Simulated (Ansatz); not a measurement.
Cells marked so need not be the phases stable at ambient conditions, and some may be hypothetical.

 Where the default PAW files enter, the runs use the earlier of Ansatz's two default sets.

The gap is the functional's own, uncorrected, and κ follows it; spin-orbit coupling is left out. Mid-gap values are interpolated between the computed energies.

A. Sr(MgSb)₂ (P-3m1, not sure to be the ambient phase, 5 atoms a cell, 30.4 Å³ an atom), along the normal of (100)
B. AlPO$_{4}$ (I-4, not sure to be the ambient phase, 6 atoms a cell, 15.5 Å³ an atom, 3 GPa at this level), along the normal of (110)
C. TiZnO$_{3}$ (R-3, not sure to be the ambient phase, 10 atoms a cell, 10.7 Å³ an atom, -8 GPa at this level), along the normal of (101)
D. Cs2NaYF6 (Fm-3m, not sure to be the ambient phase, 10 atoms a cell, 19.5 Å³ an atom, -3 GPa at this level), along the normal of (110)

Order them by mid-gap decay constant of the slowest evanescent state (lowest first) at the level PBEsol in Ansatz (an electronic-structure program).

A (0.09 1/Å), C (0.39 1/Å), D (0.47 1/Å), B (0.54 1/Å)
